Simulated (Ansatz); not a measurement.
Abridged Ansatz (a program for electronic structure) output:

```
Relaxation: its limit of steps is 50 (relax.max_steps)
Pseudopotential: Sn, paw, valence charge 14
Pseudopotential: O, paw, valence charge 6
Crystal: 4 atoms, lattice volume = 67.536 Å³
Basis set: ecut = 500 eV, 1699 PW (Γ), exchange–correlation on 120×120×144 points (64 copies of the dense FFT grid, shifted against one another)
Bands: 24, of which v1, the nominal top of the filled ones, is band 20 counted from 1 (19 counted from 0)
Symmetry: 2 space group operations
k-points: 284 of 567
Functional: x = r2scan, c = r2scan + rvv10(b = 11.95, C = 0.0093); τ floored in thin density (d = 2e-4 eV/Å³)
SCF iter   1: F=—  HF=-13210.538700 eV  |F-HF|=—  |Δ(HF+E_count)|=         —  Δρ=5.02e-2  dr2=2.13e0  dr2_τ=6.81e-2  ethr=3.10e-3  ⟨swp⟩=5.9  Hψ=33909  notcnv=0
SCF iter   2: F=—  HF=-13210.481229 eV  |F-HF|=—  |Δ(HF+E_count)|=   5.75e-2  Δρ=3.01e-2  dr2=9.41e-1  dr2_τ=9.38e-3  ethr=3.10e-3  ⟨swp⟩=2.2  Hψ=11240  notcnv=0
SCF 1 converged in 12 iterations: F = -13210.439968 eV  dr2 = 2.99e-10
relax step   1: F+E_penalty+E_count = -13210.43996789 eV  Δ(F+E_penalty+E_count) = +0.000e0 eV  max|allowed force component| = 2.113e-1 eV/Å  Δτ_max = 0.0000 Å  (12 SCF iters, accepted)
Crystal: 4 atoms, lattice volume = 67.536 Å³
SCF iter   1: F=—  HF=-13210.441050 eV  |F-HF|=—  |Δ(HF+E_count)|=         —  Δρ=2.21e-3  dr2=2.15e-3  dr2_τ=2.15e-2  ethr=5.28e-6  ⟨swp⟩=2.0  Hψ=24274  notcnv=0
SCF iter   2: F=—  HF=-13210.447200 eV  |F-HF|=—  |Δ(HF+E_count)|=   6.15e-3  Δρ=1.14e-3  dr2=5.93e-4  dr2_τ=3.16e-5  ethr=5.28e-6  ⟨swp⟩=2.3  Hψ=13994  notcnv=0
SCF 2 converged in 10 iterations: F = -13210.447248 eV  dr2 = 1.14e-10
relax step   2: F+E_penalty+E_count = -13210.44724831 eV  Δ(F+E_penalty+E_count) = -7.280e-3 eV  max|allowed force component| = 1.096e-1 eV/Å  Δτ_max = 0.0172 Å  (10 SCF iters, accepted)
Crystal: 4 atoms, lattice volume = 67.536 Å³
SCF iter   1: F=—  HF=-13210.448350 eV  |F-HF|=—  |Δ(HF+E_count)|=         —  Δρ=9.91e-4  dr2=3.34e-4  dr2_τ=8.36e-3  ethr=1.41e-5  ⟨swp⟩=3.6  Hψ=19192  notcnv=0
SCF iter   2: F=—  HF=-13210.449654 eV  |F-HF|=—  |Δ(HF+E_count)|=   1.30e-3  Δρ=5.06e-4  dr2=1.16e-4  dr2_τ=8.61e-6  ethr=8.35e-7  ⟨swp⟩=2.0  Hψ=14809  notcnv=0
SCF 3 converged in 9 iterations: F = -13210.449662 eV  dr2 = 1.82e-10
relax step   3: F+E_penalty+E_count = -13210.44966207 eV  Δ(F+E_penalty+E_count) = -2.414e-3 eV  max|allowed force component| = 3.691e-2 eV/Å  Δτ_max = 0.0105 Å  (9 SCF iters, accepted)
Crystal: 4 atoms, lattice volume = 67.536 Å³
[...]
SCF iter   1: F=—  HF=-13210.449978 eV  |F-HF|=—  |Δ(HF+E_count)|=         —  Δρ=7.20e-7  dr2=3.20e-10  dr2_τ=1.04e-11  ethr=1.00e-12  ⟨swp⟩=2.4  Hψ=34898  notcnv=0
SCF iter   2: F=-13210.449978 eV  HF=-13210.449978 eV  |F-HF|=3.46e-11  |Δ(HF+E_count)|=  4.91e-11  Δρ=4.87e-7  dr2=1.87e-10  dr2_τ=1.58e-12  ethr=1.00e-12  ⟨swp⟩=4.2  Hψ=21634  notcnv=0
SCF 6 converged in 2 iterations: F = -13210.449978 eV  dr2 = 1.87e-10
SCF converged after 2 iterations
Free energy (F): -13210.449978 eV
Internal energy: -13210.448525 eV  (E = F + TS)
E sigma→0 (E₀):  -13210.449252 eV
Entropy (-TS):   -0.001453 eV (-0.363 meV/atom)
Fermi energy:    10.703321 eV
--- Forces (eV/Å), atoms counted from 1 ---
  atom   1  Sn     0.00004287    -0.00012096     0.00000859
  atom   2  Sn    -0.00004287     0.00012096    -0.00000859
  atom   3  O     -0.00008201    -0.00011443     0.00002192
  atom   4  O      0.00008201     0.00011443    -0.00002192
--- Stress (GPa, compression-positive) ---
        1.929837      -1.687709       0.720667
       -1.687709       1.566247       0.078597
        0.720667       0.078597       0.141346
  P = ⅓ Tr σ = 1.2125 GPa (12.125 kbar)
--- Relaxed structure (5 steps of the walk, 5 accepted, 0 SCFs on fresh bases) ---
  atoms:
    - { symbol: Sn, position: [0.5051757406607097, 0.0007862188952320065, 0.24219366566949632] }
    - { symbol: Sn, position: [-0.005175740660709728, 0.499213781104768, 0.7578063343305036] }
    - { symbol: O, position: [-0.0010714082064043002, -1.3751155747553817e-5, -0.005359561780302507] }
    - { symbol: O, position: [0.5010714082064043, 0.5000137511557475, 0.005359561780302507] }
```

Question: What was computed, and what are the main results?

Answer: SnO, 4 atoms in the cell, with DFT with r2SCAN+rVV10, PAW potentials and a 500 eV plane-wave cutoff in Ansatz, without spin-orbit coupling, earlier PAW set. The last SCF converged to F = -13210.449978 eV, or -3302.6125 eV per atom, at a pressure of 1.21 GPa. The total energy compares only with runs of the same code, potentials and settings.

A case with no gap was solved on a k-mesh chosen for an insulator, which is coarse for it. The cells carry an imposed strain or load. No phonon test of stability was made. All final runs are without spin polarisation. The cell was made from SnO in the litharge type structure (space group P4/nmm, No. 129; layered, stacked along the Cartesian z axis) by this change: strain tensor (xx, yy, zz, yz, xz, xy) = (−2.28, +0.55, +0.31, −0.16, −1.07, +0.88) %.

Keys are those of Ansatz 0.2.
